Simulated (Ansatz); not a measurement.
Bi₂O₂Te (model structure, started from the La2SO2 type, P-3m1, No. 164, 5 atoms in the cell)

Calculation: PBEsol (Ansatz, a first-principles code, PAW).

Numerical settings: plane-wave cutoff 520 eV, 12×12×6 k mesh (along the axes of the cell as run), Fermi–Dirac smearing 0.01 eV, scalar-relativistic PAW data made under PBE.

Cell (relaxed at this level):

```
Bi2O2Te
1.0
    4.03491     0.00000     0.00000
   -2.01745     3.49433     0.00000
    0.00000     0.00000     7.33329
Bi Te O
2 1 2
Direct
  0.66667   0.33333   0.79837
  0.33333   0.66667   0.20163
  0.00000   0.00000   0.50000
  0.66667   0.33333   0.11441
  0.33333   0.66667   0.88559
```

- band gap: 0.61 eV
- smallest direct gap on the k points sampled: 1.22 eV
- direct gap at Γ: 2.64 eV

Note: the relaxation could raise the start's symmetry but not lower it, so the cell can be a saddle point.

Spin–orbit coupling is not included; with these elements it can move the gap by several tenths of an eV or more.

The result took roughly 22 core-seconds.

A model structure was made by putting elements into a prototype or built by hand; it is no filed structure, need not be a known phase, and can be a saddle point held by its symmetry.
